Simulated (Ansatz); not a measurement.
Zr: energy against strain

Zr (hcp, P6_3/mmc, 21.795 Å³/atom at rest, c along z) under a strain ε along c (axis z), the other axes held. LDA in Ansatz, a plane-wave DFT program (PAW, default set), 420 eV, 21×21×12 Γ-centred mesh, Fermi-Dirac smearing 0.10 eV; ions are relaxed within the symmetry of each cell.

Here s stands for strain and y for E less E0.

| strain (%) | E less E0 (meV/atom) |
|---|---|
| -1.50 | 2.26 |
| -1.00 | 0.88 |
| -0.50 | 0.13 |
| 0.00 | 0.00 |
| 0.50 | 0.47 |
| 1.00 | 1.52 |
| 1.50 | 3.12 |
| 3.00 | ? |

**Question.** Fit y against s with a parabola, and predict the withheld value at s = 3.00.

**Answer.** Least squares gives y = 0.002 + 0.3000·s + 1.1952·s². Residuals (row less fit): 0.019, -0.017, -0.021, -0.002, 0.019, 0.023, -0.021; standard error 0.025 (degrees of freedom: 4). Twice the quadratic coefficient over the volume, 2 × 1.1952 meV × 10⁴ × 0.1602 / 21.795 Å³, is the elastic constant C33 = 176 ± 1.6 GPa. At the withheld row, y = 0.002 + 0.3000 × 3.0 + 1.1952 × 3.0² = 11.659 meV/atom. The calculation gives 11.11 meV/atom, 0.549 meV/atom below the prediction (4.9 % of the range of y in the table). The row lies outside the fitted rows, so this is an extrapolation. From the scatter of the fitted rows alone, a prediction at this place has a standard error of 0.094 meV/atom, so the miss is 5.8 times that.

One order more, fitted to all 13 runs of the series, follows each within 0.01, so the miss is the next term of a smooth law. In a metal these values are sensitive to mesh and smearing; energies are taken to zero smearing, stresses follow the free energy. Rows are the converged runs of the series near zero and its far end; series whose fitted rows scatter by over a few per cent of the range, as at a crossing or softening among them, aren't shown in this form. Most that stay on the fit to the last digits aren't either.
